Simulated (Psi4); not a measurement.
Psi4 1.11, WB97X/def2-svpd: W(O)(NH)(SH)2 ([NH]=[W](=[O])([SH])[SH]), 8 atoms. The geometry is a generated start, not checked to be a minimum at this level.

| Property | Value |
|---|---|
| task | energy |
| method | wb97x |
| basis | def2-svpd |
| memory | 3 GB |
| maxiter | 100 |
| keys of the molecule block | symmetry c1 |
| scf_type | df (default) |
| e_convergence | 1e-06 (default) |
| d_convergence | 1e-06 (default) |
| dft_radial_points | 75 (default) |
| dft_spherical_points | 302 (default) |
| effective core potentials | those of the basis set, past Kr |
| basis functions | 156 |
| grid points | 173834 |

```xyz
8

W      0.2967     0.2328     0.0888
O      1.4434     1.1818     0.8652
N      0.5638    -0.3130    -1.5829
H      0.9686    -0.4558    -2.5103
S     -0.0352    -1.7391     1.3740
H     -0.2697    -2.5969     0.3711
S     -1.7041     1.5011     0.1627
H     -1.2635     2.1891     1.2313
```

Charge 0 and multiplicity 1 are set for this test and not shown to be the ground state.

With the defaults (diis = true, scf_initial_accelerator = adiis, damping_percentage = 0, diis_max_vecs = 10, level_shift = 0, level_shift_cutoff = 0.01, soscf = false, soscf_start_convergence = 0.01, guess = auto, which took SAD) it converges in 11 SCF iterations. One run each on 2 threads, with these changes:
- diis_max_vecs = 6
- diis = false, scf_initial_accelerator = none, damping_percentage = 60
- damping_percentage = 20
- guess = gwh
- guess = sadno
- level_shift = 0.5, level_shift_cutoff = 0.001
- soscf = true, soscf_start_convergence = 0.001
- soscf = true
- diis_max_vecs = 20

### Question
Which of these changes keep the SCF from converging, or lead it to another solution?

### Answer
No convergence: diis = false, scf_initial_accelerator = none, damping_percentage = 60 (the run ends without SCF convergence in 100 iterations). The rest reach the solution of the defaults.

```tsv
setting	SCF iterations	JK calls	end
soscf = true	7	23	same solution
soscf = true, soscf_start_convergence = 0.001	9	25	same solution
the defaults	11	12	same solution
level_shift = 0.5, level_shift_cutoff = 0.001	11	12	same solution
diis_max_vecs = 20	11	12	same solution
diis_max_vecs = 6	12	13	same solution
guess = sadno	12	12	same solution
guess = gwh	16	16	same solution
damping_percentage = 20	19	20	same solution
diis = false, scf_initial_accelerator = none, damping_percentage = 60	100	101	no convergence
```

An SOSCF iteration holds several JK calls; a Hückel guess adds calls on atoms. 1 further run of the study ended by our limits or in an error and is left out.
